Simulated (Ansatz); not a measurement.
BaTiO3: Ti vacancy, symmetric start

Take a 15-atom supercell of BaTiO$_{3}$ (space group P4mm, No. 99; a = 3.985 Å, c = 4.201 Å) at its relaxed geometry as the base.

Modification: one Ti atom is removed, atoms relaxed at fixed cell.

Level of theory: PBE in Ansatz (plane waves to 420 eV, PAW, no spin-orbit coupling). Settings: 4×5×5 k-points, 0.01 eV Fermi–Dirac smearing.

Pressure: 7.8 GPa (base 0.0 GPa)
Energy gained by relaxation: 1.06 eV
Largest displacement of a host atom from its site in the perfect cell: 0.46 Å

Final structure:

```xyz
14
Lattice="3.9855 -3.9855 -4.2013 3.9855 3.9855 0.0000 0.0000 -3.9855 4.2013" Properties=species:S:1:pos:R:3 pbc="T T T"
Ti     5.8952    -1.9097     1.9715
Ti     2.0743    -2.0743     1.8742
Ba     4.0712    -4.0712    -0.3987
Ba     3.9503     0.0351    -0.2049
Ba     3.9536     0.0318     3.9598
O      6.0851    -2.0997    -0.0367
O      2.0794    -2.0794    -0.4066
O      2.0698    -2.0698     3.6674
O      1.8166    -0.1817     1.6804
O      5.9270     0.1813    -2.6184
O      1.9299    -3.9873     1.7336
O      3.8042    -1.9415    -2.6184
O      3.9873    -1.9299     1.7336
O      4.1671     2.1688     1.6804
```

Cost of the whole job for the changed cell (relaxation, final SCF and bands): around 30 core-minutes (rough).

The magnetic state is the one reached from the starting moments; the real material's order can differ, and small cells can't hold many antiferromagnetic ones. The cell is small, so the values are those of an ordered compound at a high defect concentration; dilute-limit values will differ. The mesh was chosen for an insulator and is coarse for the gapless case. The defect started on the symmetric site and kept its symmetry, so it may sit on a saddle. No Hubbard U is applied, and correlation can decide whether such a compound is a metal. Spin-polarised in the final run: Ti vacancy; the other runs are not. The defect cell is spin-polarised and ends with 4.0 μB.

Ansatz is a quantum-chemistry and plane-wave program.
